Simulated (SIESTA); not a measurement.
SIESTA run on CaPt5 (P1, 6 atoms in the cell): self-consistent single point.

Level of theory: LDA PW92, numerical atomic orbitals DZP, PseudoDojo LDA standard norm-conserving potentials (rewritten from UPF to PSML) (SIESTA).

```yaml
crystal:
  lattice:
    - [5.35566, 0.00000, 0.00000]
    - [-2.67783, 4.63814, 0.00000]
    - [0.00000, 0.00000, 4.39443]
  atoms:
    - { symbol: Ca, position: [0.00031, 0.00096, 0.01205] }
    - { symbol: Pt, position: [0.33242, 0.68951, 0.03193] }
    - { symbol: Pt, position: [0.67420, 0.33655, 0.94939] }
    - { symbol: Pt, position: [0.50294, 0.99927, 0.49920] }
    - { symbol: Pt, position: [0.49092, 0.50172, 0.51942] }
    - { symbol: Pt, position: [0.99922, 0.47200, 0.48802] }
```

Reference input (self-consistent single point, DFT, LDA PW92, numerical atomic orbitals DZP, PseudoDojo LDA standard norm-conserving potentials (rewritten from UPF to PSML)): XC.functional = LDA; XC.authors = PW92; potentials = PseudoDojo LDA standard; PAO.BasisSize = DZP; PAO.EnergyShift = 0.01 Ry; MeshCutoff = 350 Ry; kgrid.MonkhorstPack = 4 4 4; OccupationFunction = MP; OccupationMPOrder = 0; ElectronicTemperature = 1160.45 K; MaxSCFIterations = 150; SCF.Mixer.Method = Broyden. This run's input differs from it in these lines:

```diff
@@ -32,5 +32,5 @@
 %block kgrid.MonkhorstPack
-    4   0   0  0.0
-    0   4   0  0.0
-    0   0   4  0.0
+    1   0   0  0.0
+    0   1   0  0.0
+    0   0   1  0.0
 %endblock kgrid.MonkhorstPack
```

Output, abridged:

```
        iscf     Eharris(eV)        E_KS(eV)     FreeEng(eV)     dDmax    Ef(eV) dHmax(eV)
   scf:    1   -18631.715965   -18771.666857   -18771.727187  5.761174  0.512377 22.017047
   scf:    2   -18791.389713   -18808.617339   -18808.670084  4.581895 -1.626103 12.653458
   scf:    3   -18795.174131   -18814.865994   -18814.872126  0.901545 -1.878348  6.522486
   scf:    4   -18813.167390   -18818.505095   -18818.618242  0.705057 -2.022838  3.637090
   scf:    5   -18819.244669   -18818.959409   -18819.078470  0.099954 -2.034611  2.648631
   [... 141 lines left out ...]
   scf:  147   -18819.580779   -18819.580768   -18819.731317  0.000408 -2.020794  0.002563
   scf:  148   -18819.580740   -18819.580755   -18819.731317  0.000335 -2.020799  0.002451
   scf:  149   -18819.580786   -18819.580772   -18819.731317  0.000402 -2.020792  0.003685
   scf:  150   -18819.580737   -18819.580755   -18819.731317  0.000400 -2.020798  0.002918
SCF_NOT_CONV: SCF did not converge in maximum number of steps (required).
SCF_NOT_CONV: SCF did not converge in maximum number of steps (required).
Geom step, scf iteration, dDmax, dHmax:    0   150      0.000400     0.000214
Geom step, scf iteration, dDmax, dHmax:    0   150      0.000400     0.000214

ABNORMAL_TERMINATION
ABNORMAL_TERMINATION
Stopping Program from Node:    0
Stopping Program from Node:    0
```

The run ended unconverged after 150 iterations. 

The starting cell comes from a database of computed structures (which also holds hypothetical and non-ambient phases and stackings), without a prior relaxation at this level. Its atoms were displaced at random from the sites of space group no. 191. Values carry the incompleteness of an atom-centred basis.

Cost on one core of a shared machine: roughly 80 s.
